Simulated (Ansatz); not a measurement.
Worked example: self-consistent single point of Cu₄I₃Br (C2/m, 8 atoms in the cell) in Ansatz (a quantum-chemistry and plane-wave program).

Computed with BLYP, default PAW files made with PBE (plane waves; Ansatz).

```yaml
crystal:
  lattice:
    - [6.63241, -2.00419, 0.00000]
    - [6.63241, 2.00419, 0.00000]
    - [-1.21096, 0.00000, 6.82219]
  atoms:
    - { symbol: Cu, position: [0.37522, 0.37522, 0.12684] }
    - { symbol: Cu, position: [0.62478, 0.62478, 0.87316] }
    - { symbol: Cu, position: [0.87592, 0.87592, 0.62358] }
    - { symbol: Cu, position: [0.12408, 0.12408, 0.37642] }
    - { symbol: I, position: [0.75102, 0.75102, 0.25274] }
    - { symbol: I, position: [0.24898, 0.24898, 0.74726] }
    - { symbol: I, position: [0.00000, 0.00000, 0.00000] }
    - { symbol: Br, position: [0.50000, 0.50000, 0.50000] }
```

Reference input (self-consistent single point, DFT, LDA (PW92), plane waves, default PAW files made with PBE): basis.ecutwfc = 420 eV; kpoints.mp_grid.grid = 5 5 3; hamiltonian.xc = lda; hamiltonian.pseudopotentials = {kind: paw} (the program's default PAW files); scf.occupations.method = cold; scf.occupations.width = 0.1 eV. This run's input differs from it in these lines:

Ansatz 0.2 input:
```diff
@@ -21,3 +21,3 @@
 hamiltonian:
-  xc: lda
+  xc: blyp
   pseudopotentials:
```

The program printed (abridged):

```
SCF iter   1: F=—  HF=-51923.227289 eV  |F-HF|=—  |Δ(HF+E_count)|=         —  Δρ=7.01e-3  dr2=9.63e-2  ethr=1.77e-3  ⟨swp⟩=6.8  Hψ=7796  notcnv=0  defer=60
all-band conjugate gradients solve this SCF's bands
preconditioner: auto → LDOS
SCF iter   2: F=—  HF=-51923.223106 eV  |F-HF|=—  |Δ(HF+E_count)|=   4.18e-3  S|Δr|=    0.00e0  Δρ=6.65e-3  dr2=5.43e-2  ethr=7.19e-5  ⟨swp⟩=2.0  Hψ=3236  notcnv=0  defer=220
   [... lines left out ...]
SCF iter   8: F=—  HF=-51923.204263 eV  |F-HF|=—  |Δ(HF+E_count)|=   7.83e-8  S|Δr|=    0.00e0  Δρ=2.06e-5  dr2=5.56e-7  ethr=1.35e-9  ⟨swp⟩=2.0  Hψ=2670  notcnv=0  defer=206
SCF iter   9: F=—  HF=-51923.204263 eV  |F-HF|=—  |Δ(HF+E_count)|=   9.50e-8  S|Δr|=    0.00e0  Δρ=7.84e-6  dr2=1.06e-7  ethr=4.15e-10  ⟨swp⟩=2.1  Hψ=2796  notcnv=0  defer=206
SCF iter  10: F=-51923.204263 eV  HF=-51923.204263 eV  |F-HF|=3.60e-8  |Δ(HF+E_count)|=   1.03e-8  S|Δr|=    0.00e0  Δρ=5.17e-6  dr2=3.89e-8  ethr=7.46e-11  ⟨swp⟩=11.9  Hψ=9612  notcnv=0
SCF 1 converged in 10 iterations: F = -51923.204263 eV  dr2 = 3.89e-8
Stability not checked (fill_not_monotonic)
Free energy (F): -51923.204263 eV
Internal energy: -51923.212304 eV  (E = F + TS)
E sigma→0 (E₀):  -51923.206943 eV
Entropy (-TS):   0.008041 eV (1.005 meV/atom)
Fermi energy:    10.470398 eV
--- Forces (eV/Å), atoms counted from 1 ---
  atom   1  Cu    -0.01311754     0.00000000     0.06627194
  atom   2  Cu     0.01311754     0.00000000    -0.06627194
  atom   3  Cu     0.06641200     0.00000000    -0.04865338
  atom   4  Cu    -0.06641200     0.00000000     0.04865338
   [... lines left out ...]
  atom   8  Br     0.00000000     0.00000000     0.00000000
--- Stress (GPa, compression-positive) ---
        4.612742       0.000000      -0.070223
        0.000000       4.783159       0.000000
       -0.070224       0.000000       4.543132
  P = ⅓ Tr σ = 4.6463 GPa (46.463 kbar)
  The stress holds the Pulay correction. Without it, at fixed plane waves, as pw.x and ABINIT print it: P = 4.6014 GPa
```

The run converged in 10 iterations. Against the reference run the pressure goes from -5.86 to 4.65 GPa and the largest force goes from 0.130 to 0.123 eV/Å.

The starting cell comes from a database of computed structures (which also holds hypothetical and non-ambient phases and stackings), without a prior relaxation at this level. Spin-orbit coupling is off. Spin polarisation is off, so a magnetic state, if there is one, cannot be reached. With a pressure of about 5 GPa the cell is away from its equilibrium volume at this level. Ansatz's pressure includes its estimate of the finite-basis (Pulay) stress. The run gives no clean gap (levels at the Fermi energy touch, overlap or are partly filled at this smearing), which alone does not show that the compound is a metal.
